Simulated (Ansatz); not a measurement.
The parent structure is Al₂Au (space group Fm-3m, No. 225).

```yaml
crystal:
  lattice:
    - [0.00000, 3.02995, 3.02995]
    - [3.02995, 0.00000, 3.02995]
    - [3.02995, 3.02995, 0.00000]
  atoms:
    - { symbol: Al, position: [0.25000, 0.25000, 0.25000] }
    - { symbol: Al, position: [0.75000, 0.75000, 0.75000] }
    - { symbol: Au, position: [0.00000, 0.00000, 0.00000] }
```

Method: DFT with PBE, PAW potentials and a 420 eV plane-wave cutoff in Ansatz (an electronic-structure program), scalar-relativistic without spin-orbit coupling.

Before the change:

| Quantity | Value |
|---|---|
| Volume per atom | 18.54 Å³ |

Modification: a hydrostatic pressure of 22.5 GPa.

**Question.** What happens to the volume per atom?

**Answer.** The volume per atom falls by 2.58 Å³ to 15.96 Å³.

Load acts through the strain it causes; cell and atoms are relaxed under it. No phonon test of stability was made. Competing high-pressure phases were not computed.
